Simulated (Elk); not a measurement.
Band structure of LiAg3 (Pm-3m, 4 atoms in the cell).

```xyz
4
Lattice="4.0334 0.0000 0.0000 0.0000 4.0334 0.0000 0.0000 0.0000 4.0334" Properties=species:S:1:pos:R:3 pbc="T T T"
Li     0.0000     0.0000     0.0000
Ag     0.0000     2.0167     2.0167
Ag     2.0167     0.0000     2.0167
Ag     2.0167     2.0167     0.0000
```

Level of theory: Elk 10.2.4 with PBEsol, all-electron FP-LAPW, Elk's shipped species files, APW+lo basis with extra local orbitals.

Settings: xctype = 22; rgkmax = 7.5; swidth = 0.00183747 Ha; ngridk = 8 8 8; gmaxvr = 14 1/bohr; nxlo = 2; lorbcnd = true; rmtscf = 0.97; lmaxi = 2; maxscl = 100.

The starting cell comes from a database of computed structures (which also holds hypothetical and non-ambient phases and stackings), without a prior relaxation at this level. Its lattice was rescaled by a random factor within 2.5 % of one. Values depend on the basis (sphere radii, cutoffs, local orbitals), which need not be converged.

Levels in eV from the Fermi level, bands 27 to 34:
```
point     27     28     29     30     31     32    33    34
-----  -----  -----  -----  -----  -----  -----  ----  ----
Γ      -2.61  -2.61  -2.61   1.68   1.68   1.68  6.19  6.19
X      -3.66  -3.41  -3.27  -2.61   5.38   5.38  5.73  5.73
M      -3.69  -3.61  -2.01  -0.34  -0.34   0.03  8.16  8.36
R      -2.84  -2.84  -0.35  -0.29  -0.29  -0.29  3.10  3.10
```

Bands cross the Fermi level along this path, so the cell is metallic at this level.
